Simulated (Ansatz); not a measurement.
```
LiNbO3
1.0
    2.58722     1.49373     4.54304
   -2.58722     1.49373     4.54304
    0.00000    -2.98747     4.54304
Li Nb O
2 2 6
Cartesian
  0.00000   0.00000  10.22185
  0.00000   0.00000   3.40728
  0.00000   0.00000   0.00000
  0.00000   0.00000   6.81456
 -0.62695   1.49373   7.95033
  0.62695  -1.49373   5.67880
 -0.98014  -1.28982   7.95033
  0.98014   1.28982   5.67880
  1.60708  -0.20392   7.95033
 -1.60708   0.20392   5.67880
```

No spin polarisation.

Level of theory: PBEsol, PAW, 420 eV (Ansatz, a first-principles code; spin-orbit coupling left out). Γ-centred 8×8×8 mesh, Fermi–Dirac width 0.05 eV.

**Question.** Predict the smallest direct gap and band gap.

**Answer.** 
- Smallest direct gap = 2.66 eV
- Band gap = 2.57 eV

Load acts through the strain it causes; cell and atoms are relaxed under it. Stability against distortions was not tested. The cell was made from LiNbO$_{3}$ (space group R-3c, No. 167) by this change: pressure 0.7 GPa.
